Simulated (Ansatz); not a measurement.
Base system: MgO in the rock salt structure (space group Fm-3m, No. 225; a = 4.215 Å).

Modification: electron doping at 7.0×10^21 cm⁻³ (0.131 per cell), with a uniform compensating background at fixed cell and a 300 K Fermi–Dirac width.

Computed with plane-wave PAW DFT at the PBEsol level (Ansatz, a program for electronic structure, 420 eV), without spin-orbit coupling, earlier PAW set.

Base, band edges from the VBM (valence, conduction): X -1.35, 8.95; W -1.78, 11.49; L -0.65, 7.74; Γ 0.00, 4.62; K -1.15, 9.93; U -1.15, 9.93 eV.

**Question.** Give the band edges at the high-symmetry points of the new zone, measured from its valence-band maximum.

**Answer.** 
```csv
point,valence edge (eV),conduction edge (eV)
Γ,0.00,4.49
X,-1.37,8.76
U,-1.17,9.77
K,-1.17,9.77
L,-0.66,7.58
W,-1.81,11.36
```

The gap is 4.49 eV, direct at Γ.

Charged cell with a jellium background: band edges are those of the host's band count, energies are not comparable with the neutral cell, and many-body gap narrowing is missing. Stability against distortions was not tested.
